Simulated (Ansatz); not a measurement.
Take BaF₂ in the fluorite structure (space group Fm-3m, No. 225; a = 6.137 Å) as the base. Axes: x, y, z lie along the cube axes.

Method: PBEsol, PAW, 420 eV (Ansatz, an electronic-structure program; no spin-orbit coupling).

Strains are applied to the cell and any free atomic positions relax; under biaxial strain the out-of-plane vector relaxes too.

One change was made to it. Results:

The band gap grows by 0.34 eV (6.83 eV → 7.17 eV); the electron mass becomes 0.47 mₑ (at Γ) (base: 0.48 mₑ (at Γ)); the pressure goes from zero to 6.32 GPa.

Task: Name the change that was made.
A. isotropic strain −2.75 %
B. biaxial strain −2.59 %, plane normal [001], relaxed out of plane
C. strain tensor (xx, yy, zz, yz, xz, xy) = (−0.99, +0.87, −0.57, −0.22, +0.04, +0.37) %

Result: A, isotropic strain −2.75 %. For comparison, the band gap in the other runs: strain tensor (xx, yy, zz, yz, xz, xy) = (−0.99, +0.87, −0.57, −0.22, +0.04, +0.37) % gives 6.84 eV; biaxial strain −2.59 %, plane normal [001], relaxed out of plane gives 6.88 eV.

Effective masses come from finite differences of ±0.01 Å⁻¹. Whether these cells are dynamically stable was not tested.
